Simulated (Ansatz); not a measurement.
A computed series for ScAl3: response to strain

Base system: ScAl3 in the Cu3Au type structure (space group Pm-3m, No. 221; a = 4.087 Å; relaxed with 0.1 eV smearing).

Strains are applied to the cell and any free atomic positions relax.

All numbers come from Kohn–Sham DFT with the r2SCAN functional, run in Ansatz (an electronic-structure program) with PAW and 500 eV plane waves, spin-orbit coupling left out, earlier PAW set.

Notes on the quantities. energy relative to the base: free energy F.

```json
[
 {"isotropic strain (%)": "-3.47", "energy relative to the base (meV/atom)": "60.1"},
 {"isotropic strain (%)": "0", "energy relative to the base (meV/atom)": "0.0"},
 {"isotropic strain (%)": "0.62", "energy relative to the base (meV/atom)": "?"},
 {"isotropic strain (%)": "4.29", "energy relative to the base (meV/atom)": "72.6"},
 {"isotropic strain (%)": "4.86", "energy relative to the base (meV/atom)": "91.5"}
]
```

Q: Fit ΔE = Aε² + Bε³ (ε in %) to the rows shown and predict the withheld row.

A: Least squares on the printed values gives A = 4.52 and B = -0.13 meV/atom (largest residual 0.1 meV/atom); this predicts 1.7 meV/atom, and the run gives 1.7 meV/atom, in agreement.

Stability against distortions was not tested. All final runs are without spin polarisation.
